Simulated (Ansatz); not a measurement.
Consider W in the fcc (Cu type) structure (space group Fm-3m, No. 225; a = 3.9976 Å). Axes: x, y, z lie along the cube axes.

Level of theory: DFT with PBEsol, PAW potentials and a 420 eV plane-wave cutoff in Ansatz (a quantum-chemistry and plane-wave program), no spin-orbit coupling.

Base values:

* **Shortest interatomic distance**: 2.827 Å

Now apply this change: a free-standing slab of 7 layers (7 atoms, 1 a layer) is cut normal to [111], with 15 Å of vacuum and the in-plane cell held at bulk.

Question: What does the calculation give for the shortest interatomic distance after the change?

Answer: The shortest interatomic distance shrinks by 0.014 Å, from 2.827 Å to 2.813 Å.

Question: What happens to the excess energy per area of both faces?

Answer: The excess energy per area of both faces (slab less bulk energy over the cell's area: twice a surface energy) is 5.9 J/m² (uncertain by up to 0.2 J/m²).

Question: What does the calculation give for the change of the spacing d12 from its bulk value of 2.308 Å after the change?

Answer: The change of the spacing d12 from its bulk value of 2.308 Å is +0.8 %.

The excess energy carries the mismatch between the slab's and the bulk's meshes. Stability against distortions was not tested. All final runs are without spin polarisation. This is not the structure that W has at room temperature and ambient pressure.
